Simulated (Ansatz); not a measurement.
## SiC: response to strain

Start from SiC in the zinc blende structure (space group F-43m, No. 216; a = 4.3563 Å). Axes: x, y, z lie along the cube axes.

Strains are applied to the cell and any free atomic positions relax; under stress the whole cell relaxes.

Level of theory: Ansatz (a first-principles code), r2SCAN, PAW, cutoff 500 eV, no spin-orbit coupling.

Candidates:
(a) uniaxial strain ε_xx = +1.81 %
(b) uniaxial stress, 1 GPa tension along z
(c) tensor shear ε_xy = +3.31 %

Notes on the quantities. energy relative to the base: free energy F.

**Question.** Order them by energy relative to the base, lowest first.

**Answer.** (b) uniaxial stress, 1 GPa tension along z (+0.1 meV/atom), (a) uniaxial strain ε_xx = +1.81 % (+4.3 meV/atom), (c) tensor shear ε_xy = +3.31 % (+37 meV/atom)

Beyond what the load breaks, stability against distortions was not tested.
